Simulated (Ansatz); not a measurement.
The starting structures come from a database of crystals and need not be the phases stable at ambient conditions.

By PBEsol, the system below comes out a metal.

A figure of merit of an interconnect metal is its ballistic conductance per area.

Here is the system:

```xyz
3
Lattice="3.1454 0.0000 0.0000 -1.5727 2.7240 0.0000 0.0000 0.0000 3.5354" Properties=species:S:1:pos:R:3 pbc="T T T"
Sc     0.0000     0.0000     0.0000
B      1.5727     0.9080     1.7677
B      0.0000     1.8160     1.7677
```

Space group of this cell: P6/mmm. The cell is taken as given; by PBEsol its mean pressure is -5.0 GPa.

The current flows along the normal of the first two printed cell vectors, the (001) plane of the conventional cell. No spin-orbit coupling; the value is a mean over 0.1 eV about the Fermi level.

Task: Predict the ballistic conductance per area from PBEsol (Ansatz, a quantum-chemistry and plane-wave program).

Result: 0.69 × 10¹⁵ S/m² for both spins.
